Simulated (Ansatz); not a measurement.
**A computed series for NiSi: pressure series**

Consider NiSi (space group Pnma, No. 62; a = 5.119 Å, b = 3.342 Å, c = 5.563 Å; non-magnetic).

Cell and atoms are relaxed at each pressure.

Method: Ansatz (a quantum-chemistry and plane-wave program), r2SCAN, PAW, cutoff 500 eV, without spin-orbit coupling.

```json
[
 {"P (GPa)": "0.30", "V (Å³/atom)": "11.878"},
 {"P (GPa)": "0.70", "V (Å³/atom)": "11.852"},
 {"P (GPa)": "1.50", "V (Å³/atom)": "11.800"},
 {"P (GPa)": "3.00", "V (Å³/atom)": "11.707"},
 {"P (GPa)": "5.00", "V (Å³/atom)": "11.586"},
 {"P (GPa)": "7.49", "V (Å³/atom)": "11.445"},
 {"P (GPa)": "9.99", "V (Å³/atom)": "11.312"}
]
```

Task: Fit a third-order Birch–Murnaghan equation of state.

Result: Least squares on P(V) = (3B₀/2)[(V₀/V)^(7/3) − (V₀/V)^(5/3)]·[1 + (3/4)(B₀′ − 4)((V₀/V)^(2/3) − 1)] gives V₀ = 11.90 Å³/atom, B₀ = 178 GPa and B₀′ = 4.1.

Load acts through the strain it causes; cell and atoms are relaxed under it. Whether these cells are dynamically stable was not tested. Competing high-pressure phases were not computed. Starting moments died away, wholly or in part, for the base; another magnetic solution may exist. All final runs are without spin polarisation.
